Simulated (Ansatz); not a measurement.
Functionals compared on O on the 1x1 (111) surface of fcc Ir, one in a 2x2 cell, started at the site 'bridge Ir-Ir (span 2.7 Å)', in Ansatz (plane waves, PAW). The structure was relaxed with PBE; the other rows are single points on it, each with its references at the same level. Cutoff 420 eV (500 eV for r2SCAN).

Slab: 17 atoms, 6.6 Å thick at the start under the adsorbate (thin: gaps and levels are the slab's own); k 6x6x1, smearing 0.1 eV, dipole-corrected; 8 atoms held, the rest relaxed; symmetry of the start imposed; no spin, no spin-orbit, no U, no dispersion correction. At the end it is bonded to 3 Ir. In PBE it is, or lies within 0.03 eV of, the lowest of the starts that converged. These notes are the PBE run's. Adsorption energies are against ½ O2(g). A negative adsorption energy means that the adsorbate is more stable on the surface than in its reference.

| functional | adsorption energy (eV) | work function of the top face (eV) | change of the work function (eV) | rough cost of the single point |
|---|---|---|---|---|
| PBE | -1.65 | 5.66 | 0.17 | – |
| RPBE | -1.38 | 5.51 | 0.17 | roughly 70 core-seconds |
| r2SCAN | -1.82 | 5.78 | 0.24 | about 2.5 core-minutes (a rough figure) |

Ansatz is a quantum-chemistry and plane-wave program.
